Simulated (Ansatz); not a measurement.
Start from CdS in the zinc blende structure (space group F-43m, No. 216).

```yaml
crystal:
  lattice:
    - [0.00000, 2.87831, 2.87831]
    - [2.87831, 0.00000, 2.87831]
    - [2.87831, 2.87831, 0.00000]
  atoms:
    - { symbol: Cd, position: [0.00000, 0.00000, 0.00000] }
    - { symbol: S, position: [0.25000, 0.25000, 0.25000] }
```

Cartesian axes are those of the cell as printed.

Computed with DFT with LDA, PAW potentials and a 420 eV plane-wave cutoff in Ansatz (a first-principles code), no SOC.

Now apply this change: the cell is compressed by 0.50 % along z with no lateral relaxation; the atoms relax in the strained cell.

Q: Predict the stress tensor and what it implies for the stiffness.

A: Stress of the strained cell less that of the base (GPa, compression positive):
```
   0.31    0.00    0.00
   0.00    0.31    0.00
   0.00    0.00    0.41
```

Then −Δσ_ii/ε with ε = -0.0050 gives relaxed-ion elastic constants: C33 ≈ 82 GPa, C13 ≈ 62 GPa and C23 ≈ 62 GPa.

Stability against distortions was not tested.
